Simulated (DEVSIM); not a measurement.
System: Schottky contact on n-type Si, at 300 K.

Layer 1 from the left is Si, thickness (μm) 3.30, Nd (cm⁻³) 3e16, τn (s) 0.00047, τp (s) 0.00047.

Left contact: Schottky, work function 4.75 eV, emission velocity 7.2e6 cm/s. Right contact: ohmic. Voltage is applied to the left contact. Recombination: SRH at mid-gap, radiative, Auger. Gap narrowing is on: ΔEg = 6.92 meV × (l + √(l² + 0.5)), l = ln(N/1.3e17 cm⁻³), shared equally by both band edges. Mobility is constant in doping.

This is a model device: material constants are rounded textbook-type values typed into the input, and sizes, dopings and lifetimes were drawn at random. Values at 300 K.

Si: gap (eV) 1.124, affinity (eV) 4.05, permittivity 11.7, Nc (cm⁻³) 2.86e19, Nv (cm⁻³) 3.1e19, μn (cm²/Vs) 1417, μp (cm²/Vs) 470, B (cm³/s) 4.7e-15, Cn (cm⁶/s) 2.8e-31, Cp (cm⁶/s) 9.9e-32.

Simulated with DEVSIM: 1D drift-diffusion, Boltzmann statistics, complete ionisation; no tunnelling, impact ionisation, image-force lowering or self-heating. Metal contacts follow the ideal Schottky-Mott rule: no Fermi-level pinning, no interface dipoles.

Dark forward current:

```
|V| (V)  |J| (A/cm²)
-------  -----------
0.05       0.0003210
0.10        0.002529
0.15         0.01770
0.20          0.1218
0.25          0.8335
0.30           5.634
0.35           36.05
0.40           183.7
0.45           583.5
0.50            1213
0.55            1977
0.60            2816
```

Question: Work out the local ideality factor n = ΔV / (kT/q · ln(J2/J1)) between the rows 0.15 and 0.20 V, 0.55 and 0.60 V.

Answer: kT/q = 25.85 mV. From 0.15 to 0.20 V: ln(0.1218/0.01770) = 1.929, n = 1.00, near the 1 of diffusion or emission over a barrier. From 0.55 to 0.60 V: ln(2816/1977) = 0.354, n = 5.47; the layers' resistance at their doping, Σ W/(qμN) = 4.8e-5 Ω cm², would take 41 mV of this step of 50 mV.

Question: Estimate the current at 0.25 V for emission alone, J0 = q v N_band exp(−φB/kT), and read the barrier back from the simulated current.

Answer: φB = 0.700 eV, N_band = 2.86e19 cm⁻³, J0 = 5.73e-5 A/cm²; J = J0 (exp(qV/kT) − 1) = 0.908 A/cm². The simulation gives 0.834 A/cm²; the estimate lies 8.9 % above. Read backwards, the simulated current gives an apparent barrier of 0.702 eV. The estimate leaves out transport through the depletion region and minority injection.
